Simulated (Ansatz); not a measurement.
Start from an 8-atom supercell of W in the bcc (W type) structure (space group Im-3m, No. 229; a = 3.154 Å) at its relaxed geometry.

Computed with Ansatz (a first-principles code) PBEsol, no spin-orbit coupling.

Base values:

```
Property    Result
--------  --------
Pressure  -0.3 GPa
```

Perturbation: a neutral I on a W site, atoms relaxed at fixed cell, starting from a slightly rattled geometry.

What happens to the largest displacement of a host atom from its site in the perfect cell and pressure?

The largest displacement of a host atom from its site in the perfect cell amounts to 0.06 Å; the pressure grows by 11.56 GPa (-0.3 GPa → 11.2 GPa).

The cell is small, so the values are those of an ordered compound at a high defect concentration; dilute-limit values will differ. All final runs are without spin polarisation. The defect cell is not spin-polarised.
